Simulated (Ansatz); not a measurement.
# A computed series for WSi2: point defects

The reference is a 15-atom supercell of WSi2 (space group I4/mmm, No. 139) at its relaxed geometry.

```
WSi2
1.0
   -4.80389     1.60130     3.90786
    4.80389    -1.60130     3.90786
    1.60130     4.80389    -3.90786
W Si
5 10
Cartesian
  0.00000   0.00000   0.00000
 -1.60130   1.60130   3.90786
  0.00000   3.20259   0.00000
  1.60130   1.60130   3.90786
  3.20259   3.20259   0.00000
  0.00000   0.00000   2.61458
  3.20259   0.00000   2.61458
  0.00000   3.20259   2.61458
 -3.20259   3.20259   2.61458
  3.20259   3.20259   2.61458
  0.00000   0.00000   5.20113
 -1.60130   1.60130   1.29328
  4.80389   1.60130   1.29328
  1.60130   1.60130   1.29328
 -1.60130   4.80389   1.29328
```

One neutral defect a cell, atoms relaxed at fixed cell.

Method: Ansatz (a quantum-chemistry and plane-wave program) PBEsol, without spin-orbit coupling.

| variant | pressure | largest displacement of a host atom from its site in the perfect cell |
|---|---|---|
| perfect supercell | 0.0 GPa | – |
| Si interstitial (started 1.73 Å from the nearest host atom) | 25.1 GPa | 0.45 Å |
| W interstitial (started 1.73 Å from the nearest host atom) | 34.0 GPa | 1.53 Å |
| W vacancy | -3.3 GPa | 0.09 Å |

In so small a cell the defect repeats every few ångströms: this is an ordered compound, not a dilute defect. All final runs are without spin polarisation.
